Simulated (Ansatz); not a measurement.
The parent structure is Ag in the fcc (Cu type) structure (space group Fm-3m, No. 225; a = 4.001 Å; relaxed with 0.1 eV smearing). Axes: x, y, z lie along the cube axes.

Method: LDA, PAW, 420 eV (Ansatz, a first-principles code; no spin-orbit coupling).

Before the change:

The volume per atom is 16.01 Å³.

The change: biaxial strain +0.50 %, plane normal [001], relaxed out of plane (Cartesian); in-plane vectors clamped, the third vector and the atoms free.

Task: Predict the new volume per atom and in-plane stress.

Result: The volume per atom increases by 0.04 Å³, from 16.01 Å³ to 16.05 Å³; the mean in-plane stress (compression positive) comes out as -0.5 GPa.

Stability against distortions was not tested.
